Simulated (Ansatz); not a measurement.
Take PbF2 (space group Pnma, No. 62; a = 6.407 Å, b = 3.864 Å, c = 7.664 Å) as the base. Axes: x, y, z lie along a, b, c of the conventional cell.

Computed with PBEsol, PAW, 420 eV (Ansatz, an electronic-structure program; no SOC).

Base values:

```
Property    Result
--------  --------
Band gap   4.22 eV
Pressure  0.00 GPa
```

Now apply this change: the symmetric strain tensor [-0.0245 -0.0193 -0.0055; -0.0193 -0.0019 0.0167; -0.0055 0.0167 -0.0098], atoms relaxed at fixed cell.

Q: Estimate the effect on the band gap, energy relative to the base and pressure.

A: The band gap shrinks by 0.11 eV, from 4.22 eV to 4.11 eV; the energy increases by 6.5 meV/atom; the pressure (mean of the normal stresses, compression positive) goes from zero to 2.06 GPa.

With Pb present, leaving out spin-orbit coupling can change the band edges. Gaps are Kohn–Sham eigenvalue differences; semilocal functionals usually give less than the measured gap. Stability against distortions was not tested.
